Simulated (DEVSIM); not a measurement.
Structure: abrupt In0.53Ga0.47As n-p junction, at 300 K.

| layer (left to right) | material | thickness (μm) | Nd (cm⁻³) | Na (cm⁻³) | τn (s) | τp (s) |
|---|---|---|---|---|---|---|
| 1 | In0.53Ga0.47As | 0.410 | 6.4e15 | - | 1.1e-9 | 1.1e-9 |
| 2 | In0.53Ga0.47As | 38.0 | - | 4.2e14 | 1.1e-9 | 1.1e-9 |

Left contact: ohmic. Right contact: ohmic. Voltage is applied to the left contact. Recombination: SRH at mid-gap, Auger. Mobility is μmin + (μ − μmin)/(1 + (N/Nref)^α).

This is a model device: material constants are rounded textbook-type values typed into the input, and sizes, dopings and lifetimes were drawn at random. Values at 300 K; Nc and Nv go as T^1.5, mobilities as T to minus their exponent, the gap by Varshni's rule with the affinity fixed.

| parameter | In0.53Ga0.47As |
|---|---|
| gap (eV) | 0.74 |
| affinity (eV) | 4.51 |
| permittivity | 13.9 |
| Nc (cm⁻³) | 2.1e17 |
| Nv (cm⁻³) | 7.7e18 |
| μn (cm²/Vs) | 12000 |
| μp (cm²/Vs) | 300 |
| μn,min | 300 |
| μp,min | 10 |
| Nref,n | 1.3e17 |
| Nref,p | 4.9e17 |
| αn | 0.48 |
| αp | 0.4 |
| T exponent of μn | 1.6 |
| T exponent of μp | 1.6 |
| Cn (cm⁶/s) | 5e-29 |
| Cp (cm⁶/s) | 5e-29 |
| Varshni α (eV/K) | 0.00035 |
| Varshni β (K) | 190 |

Simulated with DEVSIM: 1D drift-diffusion, Boltzmann statistics, complete ionisation; no tunnelling, impact ionisation, image-force lowering or self-heating.

Base results: dark forward voltage at 1 A/cm² (V) 0.385; potential step across the device at zero bias (V) 0.396.

### Question
What follows from this one change: thickness of layer 2 38 → 13 μm?

### Answer
dark forward voltage at 1 A/cm² 0.385 → 0.261 V; potential step across the device at zero bias little changed (0.396 V).

### Question
What follows from this one change: temperature 300 → 350 K?

### Answer
dark forward voltage at 1 A/cm² 0.385 → 0.312 V; potential step across the device at zero bias 0.396 → 0.310 V.

### Question
What follows from this one change: constant mobility in place of the doping-dependent one?

### Answer
dark forward voltage at 1 A/cm² 0.385 → 0.375 V; potential step across the device at zero bias little changed (0.396 V).
